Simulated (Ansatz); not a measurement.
An Ansatz (an electronic-structure program) run: SiO2 with a change (biaxial strain −1.20 %, plane normal [001], relaxed out of plane); DFT with PBE, PAW potentials and a 420 eV plane-wave cutoff in Ansatz, scalar-relativistic without spin-orbit coupling.

Input:

Ansatz 0.2 input:
```yaml
crystal:
  lattice:
    - [4.1852483754, 0, 0]
    - [0, 4.1852483754, 0]
    - [0, 0, 2.706590827]
  atoms:
    - { symbol: Si, position: [0, 0, 0] }
    - { symbol: Si, position: [0.5, 0.5, 0.5] }
    - { symbol: O, position: [0.3069813641, 0.3069813641, 0] }
    - { symbol: O, position: [0.8069813641, 0.1930186359, 0.5] }
    - { symbol: O, position: [0.1930186359, 0.8069813641, 0.5] }
    - { symbol: O, position: [0.6930186359, 0.6930186359, 0] }
basis: { ecutwfc: 420, ecutrho_ratio: 4, xc_grid: 2, fft_grid_basis: typed }
kpoints: { mp_grid: { grid: [8, 8, 12] } }
hamiltonian:
  xc: pbe
  dispersion: none
  pseudopotentials: { kind: paw }
scf: { occupations: { method: fermi_dirac, width: 0.05 } }
relax: { f_tol: 0.005, max_steps: 50, cell: { stress_tol: 0.01, fix: [a, b, gamma] } }
output: { forces: true, stress: true }
checkpoint: { write: state.ck, write_every: 1000 }
```

Output (explanatory and most iteration lines left out):

```
Relaxation: its limit of steps is 50 (relax.max_steps)
Pseudopotential: Si, paw, valence charge 4
Pseudopotential: O, paw, valence charge 6
Crystal: 6 atoms, lattice volume = 47.409 Å³
Basis set: ecut = 420 eV, 929 PW (Γ), exchange–correlation on 60×60×40 points (8 copies of the dense FFT grid, shifted against one another)
Bands: 22, of which v1, the nominal top of the filled ones, is band 16 counted from 1 (15 counted from 0)
Symmetry: 16 space group operations
Space group: P42/mnm (ITA 136), of the structure as read, at distance tolerance 3.6e-5 Å
k-points: 105 of 768
Functional: x = pbe(κ = 0.804, μ = 0.2195149727645171), c = pbe(β = 0.06672455060314922)
SCF iter   1: F=—  HF=-3546.993190 eV  |F-HF|=—  |Δ(HF+E_count)|=         —  Δρ=3.10e-3  dr2=1.60e-3  ethr=1.77e-3  ⟨swp⟩=6.0  Hψ=12600  notcnv=0  defer=1
SCF iter   2: F=—  HF=-3546.993946 eV  |F-HF|=—  |Δ(HF+E_count)|=   7.57e-4  Δρ=1.52e-3  dr2=3.60e-4  ethr=5.01e-6  ⟨swp⟩=2.0  Hψ=4736  notcnv=0  defer=5
SCF 1 converged in 6 iterations: F = -3546.994059 eV  dr2 = 1.39e-8
relax step   1: F+E_penalty+E_count = -3546.99405938 eV  Δ(F+E_penalty+E_count) = +0.000e0 eV  max|allowed force component| = 1.730e-1 eV/Å  Δτ_max = 0.0000 Å  P = +4.784 GPa  Ω = 47.409 Å³  fix = [a, b, gamma]  reactions: a +6.997, b +6.997 GPa  (6 SCF iters, dr2 threshold 1.00e-7 eV, accepted)
[... steps on the carried basis left out ...]
relax step   6: F+E_penalty+E_count = -3546.99776673 eV  Δ(F+E_penalty+E_count) = -2.026e-5 eV  max|allowed force component| = 1.624e-5 eV/Å  Δτ_max = 0.0000 Å  P = +3.996 GPa  Ω = 47.430 Å³  energy of the carried Pulay correction = +1.977e-5 eV  fix = [a, b, gamma]  reactions: a +5.995, b +5.995 GPa  (3 SCF iters, dr2 threshold 5.73e-9 eV, accepted)
Crystal: 6 atoms, lattice volume = 47.430 Å³
SCF iter   1: F=—  HF=-3546.997801 eV  |F-HF|=—  |Δ(HF+E_count)|=         —  Δρ=3.44e-6  dr2=2.38e-9  ethr=1.77e-7  ⟨swp⟩=3.0  Hψ=18926  notcnv=0
SCF iter   2: F=—  HF=-3546.997749 eV  |F-HF|=—  |Δ(HF+E_count)|=   5.23e-5  Δρ=2.21e-6  dr2=1.15e-9  ethr=7.44e-12  ⟨swp⟩=3.2  Hψ=5588  notcnv=0
SCF 7 converged in 5 iterations: F = -3546.997749 eV  dr2 = 2.16e-13
SCF converged after 5 iterations
Free energy (F): -3546.997749 eV
Internal energy: -3546.997749 eV  (E = F + TS)
E sigma→0 (E₀):  -3546.997749 eV
Fermi energy:    12.951288 eV
--- Forces (eV/Å), atoms counted from 1 ---
  atom   1  Si     0.00000000     0.00000000     0.00000000
  atom   2  Si     0.00000000    -0.00000000     0.00000000
  atom   3  O      0.00001230     0.00001230     0.00000000
  atom   4  O      0.00001230    -0.00001230     0.00000000
  atom   5  O     -0.00001230     0.00001230     0.00000000
  atom   6  O     -0.00001230    -0.00001230     0.00000000
--- Stress (GPa, compression-positive) ---
        5.994720       0.000000       0.000000
        0.000000       5.994720       0.000000
        0.000000       0.000000      -0.001393
  P = ⅓ Tr σ = 3.9960 GPa (39.960 kbar)
--- Relaxed structure (5 steps of the walk, 5 accepted, 2 SCFs on fresh bases) ---
  cell:  # Å, volume = 47.4297 Å³
    - [4.1852483754, 0.0, 0.0]
    - [0.0, 4.1852483754, 0.0]
    - [0.0, 0.0, 2.7077450577566955]
  atoms:
    - { symbol: Si, position: [1.7135292763600936e-20, -1.349235650677324e-22, 0.0] }
    - { symbol: Si, position: [0.5, 0.5, 0.5] }
    - { symbol: O, position: [0.30570102098128743, 0.30570102098128743, 0.0] }
    - { symbol: O, position: [0.8057010209812874, 0.19429897901871263, 0.5] }
    - { symbol: O, position: [0.19429897901871263, 0.8057010209812874, 0.5] }
    - { symbol: O, position: [0.6942989790187126, 0.6942989790187126, 0.0] }
```

No phonon test of stability was made. The cell was made from SiO2 in the rutile structure (space group P4_2/mnm, No. 136) by this change: biaxial strain −1.20 %, plane normal [001], relaxed out of plane.
